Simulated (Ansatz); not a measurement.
The reference is a 14-atom supercell of ZnCu in the CsCl type structure (space group Pm-3m, No. 221) at its relaxed geometry.

```xyz
14
Lattice="5.8376 -2.9188 0.0000 0.0000 5.8376 -2.9188 -2.9188 0.0000 5.8376" Properties=species:S:1:pos:R:3 pbc="T T T"
Zn     0.0000     0.0000     0.0000
Zn     0.0000     0.0000     2.9188
Zn     0.0000     2.9188     0.0000
Zn     0.0000     2.9188     2.9188
Zn     2.9188     0.0000     0.0000
Zn     2.9188     0.0000     2.9188
Zn     2.9188     2.9188     0.0000
Cu     1.4594     1.4594     1.4594
Cu     4.3782     1.4594    -1.4594
Cu     1.4594    -1.4594     4.3782
Cu     4.3782    -1.4594     1.4594
Cu    -1.4594     4.3782     1.4594
Cu     1.4594     4.3782    -1.4594
Cu    -1.4594     1.4594     4.3782
```

The values are results of Ansatz (a quantum-chemistry and plane-wave program), r2SCAN, PAW, cutoff 500 eV, no spin-orbit coupling, not measurements.

Before the change:

| Property | Value |
|---|---|
| Pressure | 0.0 GPa |

Modification: one Cu atom is removed, atoms relaxed at fixed cell, starting from a slightly rattled geometry.

### Question
Estimate the effect on the largest displacement of a host atom from its site in the perfect cell.

### Answer
The largest displacement of a host atom from its site in the perfect cell comes out as 0.20 Å.

### Question
What happens to the pressure?

### Answer
The pressure goes from zero to -4.2 GPa.

In so small a cell the defect repeats every few ångströms: this is an ordered compound, not a dilute defect. The final runs are not spin-polarised. The defect cell is not spin-polarised.
